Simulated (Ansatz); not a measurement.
Results of LDA (plane waves, PAW; Ansatz, a first-principles code) for SnC (model structure, started from the NiAs type, P6₃/mmc, No. 194, 4 atoms in the cell).

Numerical settings: plane-wave cutoff 520 eV, 18×18×10 k mesh (along the axes of the cell as run), Fermi–Dirac smearing 0.05 eV, scalar-relativistic PAW data made under PBE.

Cell (relaxed at this level):

```
CELL_PARAMETERS angstrom
      3.29942     0.00000     0.00000
     -1.64971     2.85738     0.00000
      0.00000     0.00000     5.74182
ATOMIC_POSITIONS crystal
  Sn 0.00000 0.00000 0.00000
  Sn 0.00000 0.00000 0.50000
  C  0.33333 0.66667 0.25000
  C  0.66667 0.33333 0.75000
```

**Question.** What does this level give for the bulk modulus B0?

**Answer.** 
bulk modulus B0: 145 GPa

The run finds no gap.

Note: the bulk modulus is −V dP/dV from two relaxed cells at ±2 % in volume; the relaxation could raise the start's symmetry but not lower it, so the cell can be a saddle point.

Spin–orbit coupling is not included; it can open a gap where bands touch, and shift volumes and moduli.

Computed values are for the static lattice.

Computing time: around 7 core-minutes (rough).

A model structure was made by putting elements into a prototype or built by hand; it is no filed structure, need not be a known phase, and can be a saddle point held by its symmetry.
